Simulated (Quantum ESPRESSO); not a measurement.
Input and output of a self-consistent single point for GeTePb₂Se₂ (P3m1, 6 atoms in the cell) (Quantum ESPRESSO).

Method: PBEsol, GBRV 1.5 ultrasoft (PBESOL) pseudopotentials (plane waves; Quantum ESPRESSO).

```yaml
crystal:
  lattice:
    - [4.22548, 0.00000, 0.00000]
    - [-2.11274, 3.65937, 0.00000]
    - [0.00000, 0.00000, 10.59557]
  atoms:
    - { symbol: Ge, position: [0.00000, 0.00000, 0.00620] }
    - { symbol: Te, position: [0.66667, 0.33333, 0.86465] }
    - { symbol: Pb, position: [0.66667, 0.33333, 0.31332] }
    - { symbol: Pb, position: [0.33333, 0.66667, 0.65422] }
    - { symbol: Se, position: [0.33333, 0.66667, 0.16037] }
    - { symbol: Se, position: [0.00000, 0.00000, 0.50123] }
```

Reference input (self-consistent single point, DFT, PBEsol, plane waves, GBRV 1.5 ultrasoft (PBESOL) pseudopotentials): ecutwfc = 50 Ry; ecutrho = 250 Ry; occupations = smearing; smearing = gaussian; degauss = 0.00147 Ry; K_POINTS = automatic 6 6 2 0 0 0; conv_thr = 1e-09 Ry. This run's input differs from it in these lines:

```diff
@@ -34,3 +34,3 @@
 K_POINTS {automatic}
-6 6 2  0 0 0
+4 4 2  0 0 0
 CELL_PARAMETERS {angstrom}
```

Output, abridged:

```
     Self-consistent Calculation

     iteration #  1     ecut=    50.00 Ry     beta= 0.70

     Threshold (ethr) on eigenvalues was too large:
     Diagonalizing with lowered threshold

     negative rho (up, down):  3.044E-02 0.000E+00

     total energy              =    -654.12123847 Ry
     estimated scf accuracy    <       0.12824847 Ry

     iteration #  2     ecut=    50.00 Ry     beta= 0.70

     negative rho (up, down):  3.103E-02 0.000E+00

     total energy              =    -654.08717737 Ry
     estimated scf accuracy    <       0.36950274 Ry

     iteration #  3     ecut=    50.00 Ry     beta= 0.70

     negative rho (up, down):  3.126E-02 0.000E+00

     total energy              =    -654.14333374 Ry
     estimated scf accuracy    <       0.29488336 Ry

   [... 8 blocks of this kind left out ...]

     iteration # 12     ecut=    50.00 Ry     beta= 0.70

     negative rho (up, down):  3.149E-02 0.000E+00

     total energy              =    -654.17707995 Ry
     estimated scf accuracy    <          6.6E-09 Ry

     iteration # 13     ecut=    50.00 Ry     beta= 0.70

     negative rho (up, down):  3.149E-02 0.000E+00
     End of self-consistent calculation

     the Fermi energy is     8.2867 ev

!    total energy              =    -654.17707995 Ry
     estimated scf accuracy    <          1.4E-10 Ry
     smearing contrib. (-TS)   =      -0.00000000 Ry
     internal energy E=F+TS    =    -654.17707995 Ry

     convergence has been achieved in  13 iterations

     negative rho (up, down):  3.149E-02 0.000E+00

     Forces acting on atoms (cartesian axes, Ry/au):

     atom    1 type  1   force =     0.00000000    0.00000000   -0.00445456
     atom    2 type  2   force =     0.00000000   -0.00000000    0.00152434
     atom    3 type  3   force =     0.00000000   -0.00000000   -0.00039398
     atom    4 type  3   force =     0.00000000   -0.00000000   -0.00050103
     atom    5 type  4   force =     0.00000000   -0.00000000    0.00154639
   [... lines left out ...]
     Total force =     0.005492     Total SCF correction =     0.000062
   [... lines left out ...]

     negative rho (up, down):  3.149E-02 0.000E+00
          total   stress  (Ry/bohr**3)                   (kbar)     P=        6.39
   0.00004813   0.00000000   0.00000000            7.08        0.00        0.00
   0.00000000   0.00004813   0.00000000            0.00        7.08        0.00
  -0.00000000  -0.00000000   0.00003396           -0.00       -0.00        5.00

   JOB DONE.
```

The run converged in 13 iterations. Against the reference run the free energy goes down by 9.2 meV/atom, the pressure goes from 0.83 to 0.64 GPa, the largest force goes from 0.092 to 0.115 eV/Å and the gap on the mesh moves little (0.350 to 0.345 eV).

The starting cell comes from a database of computed structures (which also holds hypothetical and non-ambient phases and stackings), without a prior relaxation at this level. Its lattice was rescaled by a random factor within 2.5 % of one. Spin-orbit coupling is off.

Cost on one core of a shared machine: roughly 60 s.
